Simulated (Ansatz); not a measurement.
**SrMoO3 (I4/mcm): band-structure transport figures**

```yaml
crystal:
  lattice:
    - [-2.79199, 2.79199, 3.95274]
    - [2.79199, -2.79199, 3.95274]
    - [2.79199, 2.79199, -3.95274]
  atoms:
    - { symbol: Sr, position: [0.25000, 0.75000, 0.50000] }
    - { symbol: Sr, position: [0.75000, 0.25000, 0.50000] }
    - { symbol: Mo, position: [0.00000, 0.00000, 0.00000] }
    - { symbol: Mo, position: [0.50000, 0.50000, 0.00000] }
    - { symbol: O, position: [0.23938, 0.26062, 0.50000] }
    - { symbol: O, position: [0.76062, 0.73938, 0.50000] }
    - { symbol: O, position: [0.26062, 0.76062, 0.02124] }
    - { symbol: O, position: [0.73938, 0.23938, 0.97876] }
    - { symbol: O, position: [0.25000, 0.25000, 0.00000] }
    - { symbol: O, position: [0.75000, 0.75000, 0.00000] }
```

Calculation: PBEsol, rigid bands (plane waves, PAW, scalar-relativistic; Ansatz, a program for electronic structure). How the cell was made: cell and atoms relaxed with PBEsol.

- density of states at the Fermi level = 3.51 states/(eV·cell), both spins
- bare Sommerfeld coefficient = 0.83 mJ/(mol of atoms·K²)
- Drude plasma energy = 5.5 (x), 5.5 (y), 5.4 (z) eV
- root-mean-square Fermi velocity = 6.3e5 m/s
- resistivity times τ = 16.2 (x), 16.2 (y), 16.9 (z) ×10⁻²² Ω·m·s

A metal at this level (no band gap); rigid bands, thermally averaged at 300 K, both spins. Spin-orbit coupling is left out. τ is one relaxation time for all states.

Computed structure, not matched to a measured one here, so possibly hypothetical: SrMoO3 (I4/mcm).
